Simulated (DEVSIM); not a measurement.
Structure: abrupt Si p-n junction, at 450 K.

Layer 1 from the left is Si, thickness (μm) 23.0, Na (cm⁻³) 1.2e17, τn (s) 1e-6, τp (s) 1e-6. Layer 2 from the left is Si, thickness (μm) 65.0, Nd (cm⁻³) 2.3e15, τn (s) 1e-6, τp (s) 1e-6.

Left contact: ohmic. Right contact: ohmic. Voltage is applied to the left contact. Recombination: SRH at mid-gap. Mobility is μmin + (μ − μmin)/(1 + (N/Nref)^α).

Constants are typed, rounded textbook-type inputs, not results; the design itself was drawn at random and stands for no fabricated device. Values at 300 K; Nc and Nv go as T^1.5, mobilities as T to minus their exponent, the gap by Varshni's rule with the affinity fixed.

Si: gap (eV) 1.124, affinity (eV) 4.05, permittivity 11.7, Nc (cm⁻³) 2.86e19, Nv (cm⁻³) 3.1e19, μn (cm²/Vs) 1417, μp (cm²/Vs) 470, μn,min 52, μp,min 45, Nref,n 9.7e16, Nref,p 2.2e17, αn 0.68, αp 0.72, T exponent of μn 2.3, T exponent of μp 2.2, Varshni α (eV/K) 0.000473, Varshni β (K) 636.

Problem. Estimate by hand the built-in potential, the peak field at zero bias, and compare with a numerical solution.

Solution. 
- Built-in potential: ni = √(Nc Nv) exp(−Eg/2kT) = 4.82e13 cm⁻³ with Eg = 1.081 eV; Vbi = kT/q ln(Na Nd/ni²) = 0.453 V; numerical 0.453 V.
- Peak field at zero bias: depletion approximation: W = √(2εVbi/(qN)) = 0.510 μm with N = 2.26e15 cm⁻³; field = 2Vbi/W = 17800 V/cm; numerical 26500 V/cm (estimate below by 33 %).

Model (solved in DEVSIM): 1D drift-diffusion, Boltzmann statistics, complete ionisation; no tunnelling, impact ionisation, image-force lowering or self-heating.
